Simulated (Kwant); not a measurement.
Device: wire with one Gaussian impurity in a In0.53Ga0.47As two-dimensional gas. Effective mass 0.041 mₑ, grid spacing 3.3 nm, hard walls, nominal width 80 nm (25 grid rows, so walls 85.8 nm apart), one parabolic valley, scattering region 240 nm long along x; energies count from the band bottom; Fermi energy swept from 0.0011464 to 0.024362 eV. Impurity U exp(−r²/2σ²), U = 0.057 eV, σ = 8.4 nm, 16 nm off the axis.

Constants are typed, rounded textbook-type inputs, not results; the design itself was drawn at random and stands for no fabricated device.

Computed with Kwant: effective-mass tight-binding model on a square grid, one spin, coherent transport at 0 K. Conductance is in e²/h.

Sweep values stay those of the base run.

The impurity strength was swept, all else fixed.

```csv
impurity strength (eV),G (e²/h) at E = 18.51 meV,G (e²/h) at E = 12.66 meV,mean G (e²/h) over the sweep,G (e²/h) at E = 24.36 meV
-0.057,2.78,2.52,2.16,2.98
0.029,2.51,1.61,1.69,3.21
0.057,___,___,___,___
0.11,1.83,1.03,1.19,2.02
```

Problem. What belongs in the gaps?

Solution. 
- 0.057, G (e²/h) at E = 18.51 meV: 2.01
- 0.057, G (e²/h) at E = 12.66 meV: 1.16
- 0.057, mean G (e²/h) over the sweep: 1.34
- 0.057, G (e²/h) at E = 24.36 meV: 2.37
